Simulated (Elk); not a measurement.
Elk run on Na (Im-3m, 1 atom in the cell): self-consistent single point.

Level of theory: PBE, all-electron FP-LAPW, Elk's shipped species files, default APW+lo basis in Elk.

```
Na
1.0
   -2.14065     2.14065     2.14065
    2.14065    -2.14065     2.14065
    2.14065     2.14065    -2.14065
Na
1
Cartesian
  0.00000   0.00000   0.00000
```

Reference input (self-consistent single point, DFT, PBE, all-electron FP-LAPW, Elk's shipped species files, default APW+lo basis): xctype = 20; rgkmax = 7; stype = 3; swidth = 0.00367493 Ha; ngridk = 11 11 11. This run's input differs from it in these lines:

```diff
@@ -13,3 +13,3 @@
 swidth
-  0.00367493
+  0.00183747
 
@@ -33,3 +33,3 @@
 ngridk
-  11 11 11
+  21 21 21
```

Output, abridged:

```
│ Self-consistent loop started │
│ Loop number : 1 │
 total energy                :     -162.622210430
│ Loop number : 2 │
 total energy                :     -162.620222200
RMS change in Kohn-Sham potential (target) :    1.071816022     (  0.1000000000E-05)
Absolute change in total energy (target)   :   0.1988230814E-02 (  0.1000000000E-03)
│ Loop number : 3 │
 total energy                :     -162.542413924
RMS change in Kohn-Sham potential (target) :   0.5728304704     (  0.1000000000E-05)
Absolute change in total energy (target)   :   0.7830533330E-01 (  0.1000000000E-03)
│ Loop number : 4 │
   [... lines left out ...]
Absolute change in total energy (target)   :   0.5728119669E-03 (  0.1000000000E-03)
│ Loop number : 10 │
 total energy                :     -162.464947316
RMS change in Kohn-Sham potential (target) :   0.7021409542E-05 (  0.1000000000E-05)
Absolute change in total energy (target)   :   0.1454526325E-03 (  0.1000000000E-03)
│ Loop number : 11 │
 total energy                :     -162.464947719
RMS change in Kohn-Sham potential (target) :   0.6153461701E-06 (  0.1000000000E-05)
Absolute change in total energy (target)   :   0.3596013840E-04 (  0.1000000000E-03)
Convergence targets achieved

│ Loop number : 12 │

Energies :
 Fermi                       :     0.634978287024E-02
 total energy                :     -162.464948417

Density of states at Fermi energy :    14.21257433
 (states/Hartree/unit cell)

Estimated indirect band gap :   0.1339604234E-02
 from k-point     28 to k-point    159
Estimated direct band gap   :   0.8492640569E-01
 at k-point     28

Charges :
 core                        :    2.000000000
 valence                     :    9.000000000
 interstitial                :   0.9634356697
 muffin-tins (core leakage)
  species :    1 (Na)
   atom    1                 :    10.03656433     ( -0.8881784197E-15)
 total in muffin-tins        :    10.03656433
 total calculated charge     :    10.99962917
 total charge                :    11.00000000
 error                       :   0.3708261405E-03

│ Self-consistent loop stopped │
```

The run converged in 12 iterations. The count includes the last loop, which Elk runs after its targets are met. Against the reference run the free energy goes up by 7.7 meV/atom.

The starting cell has typed, rounded lattice constants, without a prior relaxation at this level. Its lattice was rescaled by up to half a per cent. Values depend on the basis (sphere radii, cutoffs, local orbitals), which need not be converged. The log's line on a gap gives a spacing of levels on this mesh, which the program prints for metals too.
